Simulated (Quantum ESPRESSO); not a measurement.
## A short convergence ladder for InSe (C2/m, 4 atoms in the cell)

```yaml
crystal:
  lattice:
    - [5.85553, -2.06492, 0.00000]
    - [5.85553, 2.06492, 0.00000]
    - [-1.73185, 0.00000, 4.79521]
  atoms:
    - { symbol: In, position: [0.11180, 0.11180, 0.95316] }
    - { symbol: In, position: [0.88820, 0.88820, 0.04684] }
    - { symbol: Se, position: [0.33907, 0.33907, 0.33104] }
    - { symbol: Se, position: [0.66093, 0.66093, 0.66896] }
```

Base method: LDA (PZ), GBRV 1.5 ultrasoft (LDA) pseudopotentials (plane waves; Quantum ESPRESSO).

Base settings: ecutwfc = 40 Ry; ecutrho = 200 Ry; occupations = fixed; potentials = {In: in_lda_v1.4.uspp.F.UPF, Se: se_lda_v1.uspp.F.UPF}; K_POINTS = automatic 3 3 3 0 0 0; nbnd = 25; conv_thr = 1e-10 Ry; mixing_beta = 0.5.

**Zone-centre phonons against the cutoff**

In this ladder: ph.x.tr2_ph = 1e-14; ph.x.fildyn = dyn.G; ph.x.epsil = true; dynmat.x.fildyn = dyn.G; dynmat.x.asr = simple. Moved along: ecutrho.

The mesh stays at the base's, so the ladder's end is converged at best in this setting alone.

Frequencies are those of the unrelaxed cell, without the LO-TO term of polar crystals.

Only quantities that move along the ladder and can be compared are tabulated.

| ecutwfc | highest zone-centre frequency (cm⁻¹) | largest Born charge (mean of the diagonal) (e) | mean ε∞ |
|---|---|---|---|
| 20 Ry | 208.0 | 3.877 | 13.753 |
| 24 Ry | 202.2 | 3.065 | 13.583 |
| 34 Ry | 201.9 | 2.631 | 13.550 |
| 40 Ry | 201.6 | 2.633 | 13.547 |

Coarsest ecutwfc that holds the highest zone-centre frequency within 2 cm⁻¹ of the last step, with all finer ones: 24 Ry; the step before is off by 6.4 cm⁻¹.

Coarsest ecutwfc that holds the largest Born charge (mean of the diagonal) within 0.02 e of the last step, with all finer ones: 34 Ry; the step before is off by 0.43 e.

Coarsest ecutwfc that holds the mean ε∞ within 0.02 of the last step, with all finer ones: 34 Ry; the step before is off by 0.036.

On the base run: the starting cell comes from a database of computed structures (which also holds hypothetical and non-ambient phases and stackings), without a prior relaxation at this level. Its lattice was rescaled by up to half a per cent. In the base run, with a pressure of about -4 GPa the cell is away from its equilibrium volume at this level.
